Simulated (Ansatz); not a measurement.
Consider a periodic stack without vacuum, rutile IrO2 (0 0 1) on zinc-blende InAs (0 0 1) (film strained to the substrate, started from cuts of the bulks and a machine-learned relaxation; slabs As5In6 and Ir6O12, which can lie off the formulas): substrate slab As5In6, film Ir6O12, surface cells [[1, 0], [1, 1]] and [[0, 1], [-1, 0]], film strained by -3.4 and -3.4 %, outermost planes In/In and IrO/IrO as cut, which need not be the usual terminations and can put a slab off its formula. Its start:

```xyz
29
Lattice="4.3739 0.0000 0.0437 0.0000 4.3739 -0.0636 1.0303 1.0273 27.0850" Properties=species:S:1:pos:R:3 pbc="T T T"
As     5.0696     2.0614     2.3342
As     4.5341     2.0929     8.5303
As     2.4275     4.2428     5.3640
As     4.5150     2.6051    14.7443
As     2.3263     4.3712    11.5898
In     4.6208     4.2742     3.8101
In     2.9501     1.9527     0.7074
In     4.5240     4.3038    10.0616
In     2.3636     2.0705     6.9437
In     4.8704     4.8549    16.2715
In     2.3335     2.2004    13.1923
Ir     1.2479     4.2649    19.4799
Ir     3.4351     2.0518    17.9566
O      2.6308     2.9062    19.5981
O      4.8264     3.3789    17.9282
O      2.0670     0.6894    17.8886
O      4.2247     1.2476    19.6390
Ir     1.2065     4.3173    22.7937
Ir     3.4145     2.1067    21.2381
O      2.5914     2.9521    22.8667
O      4.8052     3.4666    21.1901
O      2.0259     0.7467    21.2064
O      4.1974     1.3101    22.9099
Ir     1.1558     4.3795    26.0702
Ir     3.3664     2.1537    24.5537
O      2.5029     3.0057    26.1342
O      4.7448     3.5273    24.4595
O      1.9877     5.1619    24.4112
O      4.1547     1.3609    26.2260
```

The start was prepared with a machine-learned potential, and the result is one local minimum, with the in-plane cell held and forces under 0.04 eV/Å; the film can end far from its bulk form.

These are PBE (plane waves to 420 eV, PAW; Ansatz, a quantum-chemistry and plane-wave program) values and carry that method's errors. Spin–orbit coupling is left out; the runs are not spin-polarised; PBE gaps are too small against experiment. Its k-point mesh 7×7×1, Fermi–Dirac width 0.05 eV.

### Question
Predict the relaxed interface.

### Answer
| Item | Result |
|---|---|
| interface area | 19.1 Å² |
| period | 25.66 Å |
| heights between the nearest atoms of the two slabs at the two interfaces | 1.55 and 1.55 Å |
| In–O contacts across the interfaces within 1.22 times the sum of covalent radii | 4, mean 2.20 Å |
| In–Ir contacts across the interfaces within 1.22 times the sum of covalent radii | 4, mean 3.04 Å |
| As–Ir contacts across the interfaces within 1.22 times the sum of covalent radii | 2, mean 2.50 Å |
